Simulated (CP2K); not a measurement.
A user runs CP2K on Pt3Ti (Pm-3m, 4 atoms in the cell) and asks whether the run is sound. The aim is a self-consistent single point with DFT PBE, GPW, DZVP-MOLOPT-SR-GTH basis, GTH-PBE potentials (GTH_POTENTIALS).

Cell that was meant: a = 3.9200 Å, b = 3.9200 Å, c = 3.9200 Å, α = 90.00°, β = 90.00°, γ = 90.00°.

Part of the input:

```
      REL_CUTOFF 60
      NGRIDS 5
    &END MGRID
    &POISSON
      PERIODIC NONE
      POISSON_SOLVER MT
    &END POISSON
    &SCF
      SCF_GUESS ATOMIC
      EPS_SCF 1E-6
```

Output (repeated stretches shortened):

```
 GLOBAL| Method name                                                        CP2K
   [... lines left out ...]
 *** sections &CELL and &POISSON do not match                             ***

 Extrapolation method: initial_guess

 Number of electrons:                                                         66
 Number of occupied orbitals:                                                 33
 Number of molecular orbitals:                                                44

 Number of orbital functions:                                                104
 Number of independent orbital functions:                                    104
 SCF WAVEFUNCTION OPTIMIZATION

  Step     Update method      Time    Convergence         Total energy    Change
     1 NoMix/Diag. 0.30E+00      -     0.95752883      -425.3709235926 -4.25E+02
     2 Broy./Diag. 0.30E+00      -     0.30446738      -437.1001489683 -1.17E+01
     3 Broy./Diag. 0.30E+00      -     0.14817065      -430.6161307209  6.48E+00
     4 Broy./Diag. 0.30E+00      -     0.08697064      -426.1272540574  4.49E+00
     5 Broy./Diag. 0.30E+00      -     0.04526341      -424.4872354338  1.64E+00
     6 Broy./Diag. 0.30E+00      -     0.04432695      -424.5413874024 -5.42E-02
   [... 4 lines left out ...]
    11 Broy./Diag. 0.30E+00      -     0.00005208      -424.5427561981 -1.45E-05
    12 Broy./Diag. 0.30E+00      -     0.00000529      -424.5427257578  3.04E-05
    13 Broy./Diag. 0.30E+00      -     0.00001141      -424.5427284021 -2.64E-06
    14 Broy./Diag. 0.30E+00      -     0.00000033      -424.5427159905  1.24E-05
  *** SCF run converged in    14 steps ***

  Overlap energy of the core charge distribution:               0.00000000009540
  Self energy of the core charge distribution:               -655.29135419641511
  Core Hamiltonian energy:                                    142.75332163607769
  Hartree energy:                                             129.63687304670097
  Exchange-correlation energy:                                -41.63788074933155
  Smearing free energy correction:                             -0.00367572986782
  Fermi energy:                                                 0.60374679695209

  Total energy:                                              -424.54271599053868
  Total energy (extrapolated to sigma->0):                   -424.54087812560476

   [... lines left out ...]
 STRESS|                        x                   y                   z
 STRESS|      x       -3.29003623378E+07   2.75912908656E-06   2.75319927149E-06
 STRESS|      y        2.75912908656E-06  -3.29003624778E+07   2.76322391804E-06
 STRESS|      z        2.75319927149E-06   2.76322391804E-06  -3.29003624714E+07
 STRESS| 1/3 Trace                                            -3.29003624290E+07
```

### Question
Is anything amiss in this input, and did it matter?

### Answer
The run is not sound. The fault is a Poisson solver that does not fit the cell's periodicity. The periodicity of the electrostatics has to match that of the cell. To fix it, match the two. The run converged in 14 iterations without an error; against the sound input the free energy falls by 38.4 eV/atom and the pressure goes from 5.18 to -3290 GPa. The full log also holds: “WARNING in pw_env_methods.F:755 :: The selected periodicities in the  sections &CELL and &POISSON do not match”.

An input that runs soundly differs in these lines (not the only fix; some lines may just follow from the change or write a value another way):
```diff
-    &POISSON
-      PERIODIC NONE
-      POISSON_SOLVER MT
-    &END POISSON
```

With that input, the run converged in 15 iterations: free energy E − TS -11398.7138 eV; Fermi level (on the code's own zero) 15.87 eV; pressure 5.18 GPa (DFT PBE, GPW, DZVP-MOLOPT-SR-GTH basis, GTH-PBE potentials (GTH_POTENTIALS)).

On the sound input: the starting cell has typed, rounded lattice constants, without a prior relaxation at this level. Spin polarisation is off. Values carry the incompleteness of an atom-centred basis. With a pressure of about 5 GPa the cell is away from its equilibrium volume at this level.
